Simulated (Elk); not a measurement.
Band structure of LaS (Fm-3m, 2 atoms in the cell).

```
CELL_PARAMETERS angstrom
      0.00000     2.94160     2.94160
      2.94160     0.00000     2.94160
      2.94160     2.94160     0.00000
ATOMIC_POSITIONS crystal
  La 0.00000 0.00000 0.00000
  S  0.50000 0.50000 0.50000
```

Level of theory: Elk with PBEsol, all-electron FP-LAPW, Elk's shipped species files, APW+lo basis with extra local orbitals.

Settings: xctype = 22; rgkmax = 8; swidth = 0.00367493 Ha; ngridk = 7 7 7; gmaxvr = 16 1/bohr; nxlo = 2; lorbcnd = true; lmaxi = 3; maxscl = 100.

The starting cell comes from a database of computed structures (which also holds hypothetical and non-ambient phases and stackings), without a prior relaxation at this level. Values depend on the basis (sphere radii, cutoffs, local orbitals), which need not be converged.

Levels in eV from the Fermi level, bands 5 to 12:
```
point       5      6      7      8      9    10    11    12
-----  ------  -----  -----  -----  -----  ----  ----  ----
Γ      -13.86  -3.25  -3.25  -3.25   0.14  0.14  0.14  1.12
X      -13.73  -3.69  -3.31  -3.31  -1.90  1.61  1.62  1.74
W      -13.19  -4.70  -3.76  -3.76   0.41  0.41  1.68  1.68
K      -13.23  -4.43  -4.01  -3.78  -0.54  1.39  1.51  1.68
L      -12.37  -5.75  -4.71  -4.71   1.05  1.43  1.43  1.78
U      -13.23  -4.43  -4.01  -3.78  -0.54  1.39  1.51  1.68
```

Bands cross the Fermi level along this path, so the cell is metallic at this level.
